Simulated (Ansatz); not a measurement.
InP: element substitutions

Consider InP in the zinc blende structure (space group F-43m, No. 216; a = 5.960 Å).

Each row replaces one element on all its sites; cell and atoms are relaxed.

All numbers come from PBE, PAW, 420 eV (Ansatz, a program for electronic structure; without spin-orbit coupling), earlier PAW set.

For the base:

```
Property           Result
---------------  --------
Volume per atom  26.46 Å³
```

**Question.** The aim is a volume per atom between 17.49 Å³ and 18.67 Å³. Which of these changes reaches it?
(A) In → B
(B) In → Cd
(C) In → Ir

**Answer.** C, In → Ir. It gives 18.11 Å³; In → Cd gives 25.80 Å³; In → B gives 11.76 Å³. Changes not listed may reach it too

Whether these cells are dynamically stable was not tested. As relaxed here, IrP and CdP are hypothetical phases, not in the database extracts checked. All final runs are without spin polarisation. An odd electron count without spin: CdP.
